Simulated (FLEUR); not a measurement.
Worked example: self-consistent single point of IrRh3 (I4/mmm, 4 atoms in the cell) in FLEUR.

Computed with LDA (Perdew-Zunger), all-electron FLAPW (FLEUR), scalar-relativistic valence in FLEUR.

The change in words: lattice scaled by 0.98. Reference geometry:
```
IrRh3
1.0
   -1.90678     1.90678     3.81948
    1.90678    -1.90678     3.81948
    1.90678     1.90678    -3.81948
Ir Rh
1 3
Cartesian
  0.00000   0.00000   0.00000
  0.00000   1.90678   1.90974
  1.90678   0.00000   1.90974
  0.00000   0.00000   3.81948
```

Reference input (self-consistent single point, DFT, LDA (Perdew-Zunger), all-electron FLAPW (FLEUR), scalar-relativistic valence): Kmax = 4.2 1/bohr; GmaxXC = 14.7 1/bohr; xcFunctional = pz; jspins = 1; l_soc = F; mode = gauss; fermiSmearingEnergy = 0.00499791 Htr; mesh (inpgen div1-3) = 10 10 10; inpgen gamma flag = true; Gmax = 14.7 1/bohr; numbands = 0; maxIterBroyd = 15. This run's input differs from it in these lines:

```diff
@@ -3,5 +3,5 @@
 &input film=f /
--3.6032919799 3.6032919799 7.2177805871
-3.6032919799 -3.6032919799 7.2177805871
-3.6032919799 3.6032919799 -7.2177805871
+-3.5312253844 3.5312253844 7.0734244085
+3.5312253844 -3.5312253844 7.0734244085
+3.5312253844 3.5312253844 -7.0734244085
 1.0
@@ -46,5 +46,5 @@
          <bravaisMatrix>
-            <row-1>   -3.6032919798999998     3.6032919798999998     7.2177805871000000</row-1>
-            <row-2>    3.6032919798999998    -3.6032919798999998     7.2177805871000000</row-2>
-            <row-3>    3.6032919798999998     3.6032919798999998    -7.2177805871000000</row-3>
+            <row-1>   -3.5312253843999999     3.5312253843999999     7.0734244085000002</row-1>
+            <row-2>    3.5312253843999999    -3.5312253843999999     7.0734244085000002</row-2>
+            <row-3>    3.5312253843999999     3.5312253843999999    -7.0734244085000002</row-3>
          </bravaisMatrix>
```

Output (repeated stretches shortened):

```
 Iteration:     1   Distance:      23.45273608 me/bohr^3
 Iteration:     2   Distance:      18.62154507 me/bohr^3
 Iteration:     3   Distance:      11.05466557 me/bohr^3
 Iteration:     4   Distance:      12.21578653 me/bohr^3
 Iteration:     5   Distance:       5.05159773 me/bohr^3
   [... 14 lines left out ...]
 Iteration:    20   Distance:       0.00004446 me/bohr^3
 Iteration:    21   Distance:       0.00001798 me/bohr^3
 Iteration:    22   Distance:       0.00001495 me/bohr^3
 Iteration:    23   Distance:       0.00000175 me/bohr^3
 Run finished successfully
 Stop message:
   Structural relaxation: Done

[file out, last iteration]
             iter=     24
[...]
          total density-effective poten   -5.4750057489E+04
          total charge density-energy d   -7.4224987951E+02
 Updated energy parameters for spin:           1
[...]
 fermi energy and band-weighting factors:

[...]
FERMIE:
          first approx. to ef    (T=0)  :   0.607454 htr   (energy of the highest occ. eigenvalue)
          number of occ. states  (T=0)  :       3046
          first approx. to seigv (T=0)  : -10.327195 htr
          sum of weights of occ. states :  30.002000
          sum of semicore charge        :   0.000000 e
          fermi energy=   0.60745 har   work function= -16.52950 ev
          number of valence electrons=  60.00001
     band-weighting factor for spin=    1
   [... lines left out ...]
     k-point=   60
     k-point=   61
     k-point=   62
     k-point=   63
     k-point=   64
     k-point=   65
     k-point=   66
     k-point=   67
     k-point=   68
     k-point=   69
     k-point=   70
     k-point=   71
     k-point=   72
     k-point=   73
     k-point=   74
     k-point=   75
     k-point=   76
     k-point=   77
     k-point=   78
     k-point=   79
     k-point=   80
     k-point=   81
     k-point=   82
```

The run converged in 23 iterations. FLEUR gives forces in its relaxation mode, with a further iteration, so its stop message speaks of a relaxation. Against the reference run the total energy drops by 5.9 meV/atom.

The starting cell comes from a database of computed structures (which also holds hypothetical and non-ambient phases and stackings), without a prior relaxation at this level. For this run, on top of that: lattice scaled by 0.98. Spin polarisation is off. Values depend on the basis (sphere radii, cutoffs, local orbitals), which need not be converged.

Cost on one core of a shared machine: roughly 6 min.
